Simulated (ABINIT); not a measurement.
# Several settings converged on Ca (Fm-3m, 1 atom in the cell)

```
Ca
1.0
    0.00000     2.79837     2.79837
    2.79837     0.00000     2.79837
    2.79837     2.79837     0.00000
Ca
1
Direct
  0.00000   0.00000   0.00000
```

Base method: PBEsol, norm-conserving pseudopotentials (PseudoDojo nc-sr-04 PBEsol standard) (plane waves; ABINIT 10.0.3).

Base settings: pseudos = [Ca.upf]; ecut = 34 Ha; occopt = 7; tsmear = 0.1 eV; ngkpt = 7 7 7; nshiftk = 1; shiftk = 0 0 0; potentials = PseudoDojo nc-sr-04 PBEsol standard; nband = 10; kptopt = 1.

The count of work is k-points × plane waves × bands × iterations; it is no time. Core times come from one kind of shared machine, to one figure; runs under 30 s give none.

**Shifted k-point meshes**

In this ladder: shiftk = 0.5 0.5 0.5.

Only quantities that move along the ladder and can be compared are tabulated.

| ngkpt | free energy less the last step's (meV/atom) | pressure (GPa) | count of work / last | core time / last (rough) |
|---|---|---|---|---|
| 2 2 2 | -47.11 | -0.83 | 0.0026 | – |
| 4 4 4 | 8.41 | -1.36 | 0.013 | – |
| 6 6 6 | 0.73 | -1.24 | 0.036 | – |
| 8 8 8 | -0.02 | -1.25 | 0.078 | 0.05 |
| 10 10 10 | 0.06 | -1.25 | 0.14 | 0.05 |
| 12 12 12 | -0.02 | -1.25 | 0.24 | 0.09 |
| 13 13 13 | -0.03 | -1.25 | 0.30 | 0.3 |
| 16 16 16 | 0.01 | -1.25 | 0.53 | 0.4 |
| 20 20 20 | 0.00 | -1.25 | 1.0 | 1 |

Coarsest ngkpt that holds the free energy within 1 meV/atom of the last step, with all finer ones: 6 6 6, at 0.036 of the last step's count of work; the step before is off by 8.4 meV/atom.

Coarsest ngkpt that holds the pressure within 0.05 GPa of the last step, with all finer ones: 6 6 6, at 0.036 of the last step's count of work; the step before is off by 0.11 GPa.

**The k-point mesh at a smearing width of 0.3 eV**

In this ladder: tsmear = 0.3 eV.

Only quantities that move along the ladder and can be compared are tabulated.

```csv
ngkpt,free energy less the last step's (meV/atom),pressure (GPa),count of work / last,core time / last (rough)
4 4 4,-54.35,-1.15,0.019,–
5 5 5,5.41,-1.21,0.028,–
6 6 6,9.11,-1.23,0.044,–
8 8 8,0.36,-1.22,0.070,–
9 9 9,0.90,-1.23,0.085,–
14 14 14,0.00,-1.23,0.25,0.3
20 20 20,0.00,-1.23,0.62,1
24 24 24,0.00,-1.23,1.0,1
```

Coarsest ngkpt that holds the pressure within 0.05 GPa of the last step, with all finer ones: 5 5 5, at 0.028 of the last step's count of work; the step before is off by 0.08 GPa.

Coarsest ngkpt that holds the free energy within 2 meV/atom of the last step, with all finer ones: 8 8 8, at 0.070 of the last step's count of work; the step before is off by 9.1 meV/atom.

**The width of Methfessel-Paxton smearing**

In this ladder: occopt = 6; ngkpt = 12 12 12.

Narrow widths need finer meshes than wide ones, so the last steps can hold mesh noise.

Only quantities that move along the ladder and can be compared are tabulated; pressure and forces are left out, as mesh noise rules them at narrow widths.

```csv
tsmear,free energy less the last step's (meV/atom)
1 eV,6.78
0.5 eV,-2.13
0.3 eV,-3.13
0.2 eV,-1.56
0.1 eV,-0.05
0.05 eV,0.00
```

Widest tsmear that holds the free energy within 5 meV/atom of the last step, with all finer ones: 0.5 eV; the step before is off by 6.8 meV/atom.

On the base run: the starting cell has typed, rounded lattice constants, without a prior relaxation at this level. Its lattice was rescaled by up to half a per cent.

Left out of this page: 2 runs of the series outside the window shown, repeating another row's setting, or not comparable.
